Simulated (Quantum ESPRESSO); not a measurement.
A zone-centre phonon calculation of Si (P6_3/mmc, 4 atoms in the cell) with Quantum ESPRESSO.

Computed with LDA (PW92), PseudoDojo standard norm-conserving (LDA) pseudopotentials (plane waves; Quantum ESPRESSO).

```yaml
crystal:
  lattice:
    - [3.81216, 0.00000, 0.00000]
    - [-1.90608, 3.30143, 0.00000]
    - [0.00000, 0.00000, 6.30096]
  atoms:
    - { symbol: Si, position: [0.33333, 0.66667, 0.06301] }
    - { symbol: Si, position: [0.66667, 0.33333, 0.93699] }
    - { symbol: Si, position: [0.66667, 0.33333, 0.56301] }
    - { symbol: Si, position: [0.33333, 0.66667, 0.43699] }
```

Reference input (self-consistent single point, DFT, LDA (PW92), plane waves, PseudoDojo standard norm-conserving (LDA) pseudopotentials): ecutwfc = 35 Ry; occupations = smearing; smearing = fermi-dirac; degauss = 0.0036749 Ry; potentials = {Si: Si.upf}; K_POINTS = automatic 8 8 4 0 0 0; conv_thr = 1e-09 Ry; mixing_beta = 0.4. This run's input differs from it in these lines:

```diff
@@ -14,3 +14,3 @@
     ntyp = 1
-    ecutwfc = 35
+    ecutwfc = 24
     occupations = 'smearing'
```

Step 2 (ph.x):

```fortran
phonons at the zone centre
&INPUTPH
    prefix = 'run'
    outdir = './tmp'
    tr2_ph = 1.0d-14
    fildyn = 'dyn.G'
/
0.0 0.0 0.0
```

Step 3 (dynmat.x):

```fortran
&INPUT
    fildyn = 'dyn.G'
    asr = 'simple'
/
```

Output (repeated stretches shortened):

Output of step 1:

```
     Self-consistent Calculation

     iteration #  1     ecut=    24.00 Ry     beta= 0.40

     Threshold (ethr) on eigenvalues was too large:
     Diagonalizing with lowered threshold

     total energy              =     -34.10297573 Ry
     estimated scf accuracy    <       0.11744951 Ry

     iteration #  2     ecut=    24.00 Ry     beta= 0.40

     total energy              =     -34.09442895 Ry
     estimated scf accuracy    <       0.03212625 Ry

     iteration #  3     ecut=    24.00 Ry     beta= 0.40

     total energy              =     -34.09694558 Ry
     estimated scf accuracy    <       0.00062047 Ry

   [... 4 blocks of this kind left out ...]

     iteration #  8     ecut=    24.00 Ry     beta= 0.40

     total energy              =     -34.09716007 Ry
     estimated scf accuracy    <          2.5E-09 Ry

     iteration #  9     ecut=    24.00 Ry     beta= 0.40
     End of self-consistent calculation

     the Fermi energy is     6.5346 ev

!    total energy              =     -34.09716007 Ry
     estimated scf accuracy    <          8.4E-11 Ry
     smearing contrib. (-TS)   =      -0.00003027 Ry
     internal energy E=F+TS    =     -34.09712980 Ry

     convergence has been achieved in   9 iterations

     Forces acting on atoms (cartesian axes, Ry/au):

     atom    1 type  1   force =     0.00000000   -0.00000000   -0.00042851
     atom    2 type  1   force =     0.00000000    0.00000000    0.00042851
     atom    3 type  1   force =     0.00000000    0.00000000   -0.00042851
     atom    4 type  1   force =    -0.00000000   -0.00000000    0.00042851

     Total force =     0.000857     Total SCF correction =     0.000003

          total   stress  (Ry/bohr**3)                   (kbar)     P=      -11.54
  -0.00007980   0.00000000   0.00000000          -11.74        0.00        0.00
   0.00000000  -0.00007980   0.00000000            0.00      -11.74        0.00
   0.00000000   0.00000000  -0.00007580            0.00        0.00      -11.15

   JOB DONE.
```

Output of step 2:

```
     Reading xml data from directory:

     ./tmp/run.save/

     G-vector sticks info
     --------------------
     sticks:   dense  smooth     PW     G-vecs:    dense   smooth      PW
     Sum         349     349    109                 8521     8521    1521

     Reading collected, re-writing distributed wavefunctions in ./tmp/

     Number and degeneracy of irreps per q-point
       N         xq(1)         xq(2)         xq(3)   N irreps
       1   0.000000000   0.000000000   0.000000000       8
        1   1   2   2   1   1   2   2

     Calculation of q =    0.0000000   0.0000000   0.0000000

     phonons at the zone centre

     bravais-lattice index     =            4
     lattice parameter (alat)  =       7.2039  a.u.
     unit-cell volume          =     535.1514 (a.u.)^3
   [... lines left out ...]
     There are    8 irreducible representations

     Representation     1      1 modes -  To be done

     Representation     2      1 modes -  To be done

     Representation     3      2 modes -  To be done

     Representation     4      2 modes -  To be done

     Representation     5      1 modes -  To be done

     Representation     6      1 modes -  To be done

     Representation     7      2 modes -  To be done

     Representation     8      2 modes -  To be done

     Alpha used in Ewald sum =   0.9000
     Representation #   1 mode #   1

     Self-consistent Calculation

      iter #   1   av.it.:   4.6
      thresh= 1.000E-02 alpha_mix =  0.700 |ddv_scf|^2 =  2.179E-07

      iter #   2   av.it.:   8.6
      thresh= 4.668E-05 alpha_mix =  0.700 |ddv_scf|^2 =  4.862E-09

   [... 2 blocks of this kind left out ...]

      iter #   5   av.it.:   8.8
      thresh= 5.923E-08 alpha_mix =  0.700 |ddv_scf|^2 =  6.210E-15
     End of self-consistent calculation

     Convergence has been achieved

     Representation #   2 mode #   2

     Self-consistent Calculation

      iter #   1   av.it.:   4.7
      thresh= 1.000E-02 alpha_mix =  0.700 |ddv_scf|^2 =  4.453E-06

      iter #   2   av.it.:   8.1
      thresh= 2.110E-04 alpha_mix =  0.700 |ddv_scf|^2 =  4.095E-06

   [... 3 blocks of this kind left out ...]

      iter #   6   av.it.:   8.1
      thresh= 2.016E-08 alpha_mix =  0.700 |ddv_scf|^2 =  8.783E-16

     End of self-consistent calculation

     Convergence has been achieved

   [... 5 blocks of this kind left out ...]

     Representation #   8 modes #  11  12

     Self-consistent Calculation

      iter #   1   av.it.:   4.3
      thresh= 1.000E-02 alpha_mix =  0.700 |ddv_scf|^2 =  1.264E-08

      iter #   2   av.it.:   9.3
   [... lines left out ...]

     Mode symmetry, D_6h(6/mmm) point group:

     freq (   1-   2) =         -5.2  [cm-1]   --> E_1u            I
     freq (   3-   3) =         -3.0  [cm-1]   --> A_2u            I
     freq (   4-   5) =         97.5  [cm-1]   --> E_2u
     freq (   6-   6) =        371.1  [cm-1]   --> B_1g
     freq (   7-   7) =        409.1  [cm-1]   --> B_2u
     freq (   8-   9) =        483.9  [cm-1]   --> E_2g            R
     freq (  10-  11) =        502.2  [cm-1]   --> E_1g            R
     freq (  12-  12) =        503.2  [cm-1]   --> A_1g            R
   JOB DONE.
```

Output of step 3:

```
     diagonalizing the dynamical matrix ...

 q =      0.00000000     0.00000000     0.00000000
 **************************************************************************
     freq (    1) =      -0.000000 [THz] =      -0.000007 [cm-1]
 ( -0.037350   0.000000     0.110872  -0.000000    -0.486120   0.000000   )
 ( -0.037350   0.000000     0.110872  -0.000000    -0.486120   0.000000   )
 ( -0.037350   0.000000     0.110872  -0.000000    -0.486120   0.000000   )
 ( -0.037350   0.000000     0.110872  -0.000000    -0.486120   0.000000   )
     freq (    2) =      -0.000000 [THz] =      -0.000007 [cm-1]
 (  0.322384   0.000000    -0.366506   0.000000    -0.108361   0.000000   )
 (  0.322384   0.000000    -0.366506   0.000000    -0.108361   0.000000   )
   [... lines left out ...]
 (  0.396389   0.000000    -0.304755   0.000000    -0.000000   0.000000   )
     freq (   12) =      15.085111 [THz] =     503.185152 [cm-1]
 (  0.000000   0.000000    -0.000000   0.000000     0.500000   0.000000   )
 ( -0.000000   0.000000     0.000000   0.000000    -0.500000   0.000000   )
 (  0.000000   0.000000    -0.000000   0.000000     0.500000   0.000000   )
 ( -0.000000   0.000000     0.000000   0.000000    -0.500000   0.000000   )
 **************************************************************************
```

The run converged in 9 iterations. 

Summary of the result:
- Free energy E − TS: -463.9155 eV
- Fermi level (on the code's own zero): 6.53 eV
- Pressure: -1.15 GPa
- Largest force (vector length): 0.011 eV/Å
- Zone-centre frequencies (cm⁻¹; negative means imaginary): 0, 0, 0, 98, 98, 371, 409, 484, 484, 502, 502, 503

The starting cell comes from a database of computed structures (which also holds hypothetical and non-ambient phases and stackings), without a prior relaxation at this level. Its lattice was rescaled by up to half a per cent.
